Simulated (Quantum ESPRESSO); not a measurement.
Quantum ESPRESSO is run on Zr5Sb3Se (P6_3/mcm, 18 atoms in the cell), and the run fails. The aim is a self-consistent single point with DFT, LDA (PZ), plane waves, GBRV 1.5 ultrasoft (LDA) pseudopotentials.

Cell that was meant: a = 8.5516 Å, b = 8.5516 Å, c = 6.1312 Å, α = 90.00°, β = 90.00°, γ = 120.00°.

Part of the input:

```fortran
&SYSTEM
 ibrav = 0
 nat = 18
 ntyp = 2
 ecutwfc = 40
 ecutrho = 320
 occupations = 'smearing'
```

Log, with long lists cut:

```
     This program is part of the open-source Quantum ESPRESSO suite
     for quantum simulation of materials; please cite

Warning: card SE    78.9710  SE_LDA_V1.USPP.F.UPF ignored

 %%%%%%%%%%%%%%%%%%%%%%%%%%%%%%%%%%%%%%%%%%%%%%%%%%%%%%%%%%%%%%%%%%%%%%%%%%%%%%
     Error in routine read_cards (17):
     species Se in ATOMIC_POSITIONS is nonexistent
 %%%%%%%%%%%%%%%%%%%%%%%%%%%%%%%%%%%%%%%%%%%%%%%%%%%%%%%%%%%%%%%%%%%%%%%%%%%%%%

     stopping ...
```

Q: Read the log: what does the program object to, and what is the fix?

A: The fault is a species count that does not match the list of species. The number of species decides how many lines of the species card are read. To fix it, make the count match the list. The program stopped before any SCF iteration.

An input that runs soundly differs in these lines (not the only fix; some lines may just follow from the change or write a value another way):
```diff
- ntyp = 2
+ ntyp = 3
```

With that input, the run converged in 15 iterations: free energy E − TS -29769.0818 eV; Fermi level (on the code's own zero) 14.76 eV; pressure -6.48 GPa; largest force (vector length) 0.138 eV/Å (DFT, LDA (PZ), plane waves, GBRV 1.5 ultrasoft (LDA) pseudopotentials).

On the sound input: the starting cell comes from a database of computed structures (which also holds hypothetical and non-ambient phases and stackings), without a prior relaxation at this level. With a pressure of about -6 GPa the cell is away from its equilibrium volume at this level. Without a gap this mesh is coarse (it stands for a supercell whose shortest vector is 18 Å).
